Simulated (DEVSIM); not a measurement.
Device: Au/SiO2/n-Si capacitor, at 300 K.

Layer 1 from the left is SiO2, thickness (nm) 15.0. Layer 2 from the left is Si, thickness (nm) 15000, Nd (cm⁻³) 1.4e15.

Metal gate on the left, work function 5.1 eV. Fixed charge at the semiconductor interface 3.2e11 cm⁻² (in units of +e); no interface traps.

Constants are typed, rounded textbook-type inputs, not results; the design itself was drawn at random and stands for no fabricated device. Values at 300 K.

SiO2: gap (eV) 9, affinity (eV) 0.9, permittivity 3.9. Si: gap (eV) 1.124, affinity (eV) 4.05, permittivity 11.7, Nc (cm⁻³) 2.86e19, Nv (cm⁻³) 3.1e19.

**Question.** Estimate by hand the flat-band voltage, the threshold voltage, and compare with a numerical solution.

**Answer.** 
- Flat-band voltage: C = 0.230 μF/cm², work-function difference 0.793 V; VFB = φms − qNf/C = 0.57 V; numerical 0.57 V.
- Threshold voltage: φF = 0.304 V, depletion charge √(4εqNφF) = 1.68e-8 C/cm²; VT = VFB − 2φF − Qd/C = -0.11 V; numerical -0.11 V.

Simulated with DEVSIM: 1D Poisson equation in equilibrium, Boltzmann statistics, complete ionisation; no quantum confinement or tunnelling. Metal contacts follow the ideal Schottky-Mott rule: no Fermi-level pinning, no interface dipoles.
